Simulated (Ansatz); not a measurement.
For TiRu (Pm-3m), PBEsol, DFPT electron-phonon coupling, linearised Boltzmann equation run with Ansatz (a program for electronic structure) gives a transport coupling λ_tr = 0.131 and a Drude plasma energy ħω_p = 4.93 eV.

### Question
Estimate the resistivity at 300 K from the high-temperature formula ρ = 2π λ_tr k_B T / (ħ ε₀ ω_p²), and say how the full Boltzmann solution compares.

### Answer
The scattering rate is 1/τ = 2π λ_tr k_B T/ħ = 3.23e13 s⁻¹ and ω_p = 7.49e15 s⁻¹, so ρ ≈ 6.51 μΩ·cm. The Boltzmann solution gives 5.15 μΩ·cm, 0.79 times the estimate; it lies lower because k_BT is not large against the phonon energies and the solution lets the distribution adjust.

A metal at this level (no band gap). Only scattering by harmonic phonons is included (no impurities, grain boundaries, electron-electron scattering or thermal expansion). Spin-orbit coupling is left out. Halving the electron mesh (28x28x28) moves the resistivity by up to 5 % at 300 K, the coupling by up to 1 %. Smearing 0.20 eV; phonons on a 5x5x5 q mesh, which this run doesn't test.

Formula and space group known from diffraction (Crystallography Open Database), not checked to be the room-temperature form: TiRu (Pm-3m).
